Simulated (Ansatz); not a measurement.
Terminations of the (111) surface of fcc Cu, measured from the surface 'clean 1x1'. Atoms come from or go to: Cu: fcc Cu, Fe: bcc Fe, ferromagnetic, Mn: fcc-type Mn, layered antiferromagnet, Mo: bcc Mo, N: ½ N2(g), Ni: fcc Ni, ferromagnetic, Pt: fcc Pt, Ru: hcp Ru, S: ⅛ S8(g), Sb: rhombohedral Sb, Te: trigonal Te, Zn: hcp Zn. ΔE is the energy of forming the row's surface from that one (negative: more stable at these reservoirs); the vacuum level's shift is aligned on the shared bottom. No zero-point or thermal terms. These are constructed structures in small cells; real faces may alloy, dewet or reconstruct in larger ones, and not all known structures of the face are among them. Slabs of about 10 Å, Fermi-Dirac smearing of 0.1 eV. Bottom of the slabs: a bare face, its two planes held. Relaxed from the named starts with such symmetry as they have, on meshes of like density; energies extrapolated to zero smearing; spin only where a row says so; no spin-orbit coupling, no U. Brackets mark spin-polarised runs, whose order is one that fits the cell. A dash marks a value that is undefined for that row (no clear gap, or no work function of a gapped slab) or was not read reliably on its mesh.

These are PBE (plane waves to 420 eV, PAW; Ansatz, an electronic-structure program) values and carry that method's errors.

| surface | atoms added per 1x1 | ΔE per 1x1 (eV) | shift of the vacuum level (eV) | work function (eV) |
|---|---|---|---|---|
| a layer of Pt in place of the second plane | -1 Cu, +1 Pt | (withheld) | 0.31 | 5.09 |
| a pseudomorphic layer of Zn in the host's stacking | +1 Zn | -0.32 | -0.37 | 4.42 |
| (√3x√3)R30° layer of S, one a cell, on the site that continues the host's stacking | +0.333 S | (withheld) | 1.00 | 5.79 |
| a pseudomorphic layer of Mo in the host's stacking | +1 Mo | 1.10 | 0.76 | 5.56 |
| one row in 3 of the top plane missing | -0.333 Cu | 0.18 | -0.42 | 4.36 |
| a layer of Ni in place of the second plane [spin start, no net moment] | -1 Cu, +1 Ni | 0.04 | 0.05 | 4.83 |
| (√3x√3)R30° layer of N, one a cell, on the site that continues the host's stacking | +0.333 N | 0.47 | 1.13 | 5.93 |
| (√3x√3)R30° layer of Sb, one a cell, on the site that continues the host's stacking | +0.333 Sb | -0.12 | -0.25 | 4.54 |
| (√3x√3)R30° surface alloy, Mn on one Cu site of the top plane [spin, 4.0 μB a cell] | -0.333 Cu, +0.333 Mn | 0.12 | -0.15 | 4.64 |
| (√3x√3)R30° layer of Te, one a cell, on the site that continues the host's stacking | +0.333 Te | -0.34 | 0.04 | 4.82 |
| a layer of Fe in place of the second plane [spin, 2.6 μB a cell] | -1 Cu, +1 Fe | (withheld) | -0.16 | 4.63 |
| a pseudomorphic layer of Ru in the other hollow | +1 Ru | (withheld) | 0.70 | 5.49 |

Q: Complete the blanks.

A: 
- a layer of Pt in place of the second plane, ΔE per 1x1 (eV): 0.03
- (√3x√3)R30° layer of S, one a cell, on the site that continues the host's stacking, ΔE per 1x1 (eV): -0.44
- a layer of Fe in place of the second plane [spin, 2.6 μB a cell], ΔE per 1x1 (eV): 0.34
- a pseudomorphic layer of Ru in the other hollow, ΔE per 1x1 (eV): 0.86
